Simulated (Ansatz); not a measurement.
Input:

```xyz
3
Lattice="4.6204 0.0000 0.0000 -2.3102 4.0014 0.0000 0.0000 0.0000 6.4541" Properties=species:S:1:pos:R:3 pbc="T T T"
Pb     0.0000     0.0000     0.0000
I      2.3102     1.3338     4.6728
I      0.0000     2.6676     1.7813
```

Level of theory: PBEsol+D3BJ with spin-orbit coupling, rigid bands (plane waves, PAW; Ansatz, an electronic-structure program). Condition of this run: biaxial stress xx = yy = -1 GPa (compression positive) (the target of the relaxation). How the cell was made: cell and atoms relaxed with PBEsol+d3bj, then loaded as said.

### Question
Predict the electron conductivity mass (n e² τ/σ) at 300 K, by direction if it differs.

### Answer
0.199 (x), 0.199 (y), 1.57 (z) mₑ.

### Question
Predict the hole conductivity mass (n e² τ/σ) at 300 K, by direction if it differs.

### Answer
0.60 (x), 0.60 (y), 0.44 (z) mₑ.

### Question
And the band gap?

### Answer
1.15 eV at this level; semilocal functionals usually fall short of the measured gap.

Rigid bands, one relaxation time for all states, no polarons. Geometry: cell and atoms relaxed with PBEsol+D3(BJ).

PBEsol with a dispersion correction tends to overbind, so the cell can be several per cent short, in bad cases over ten, which usually narrows a gap: PbI2 under load (space group P-3m1).
